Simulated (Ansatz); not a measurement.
Start from ZnS in the zinc blende structure (space group F-43m, No. 216; a = 5.3891 Å). Axes: x, y, z lie along the cube axes.

All numbers come from r2SCAN (Ansatz, an electronic-structure program; PAW; 500 eV plane waves; no spin-orbit coupling).

Before the change:

```
Quantity    Value
--------  -------
Band gap  2.70 eV
```

One thing is altered: biaxial strain −1.00 %, plane normal [001], relaxed out of plane (Cartesian); in-plane vectors clamped, the third vector and the atoms free.

### Question
Predict the new ratio −ε⊥/ε∥ and band gap.

### Answer
The ratio −ε⊥/ε∥ amounts to 1.18; the band gap is nearly the same (2.70 eV against 2.71 eV).

No phonon test of stability was made.
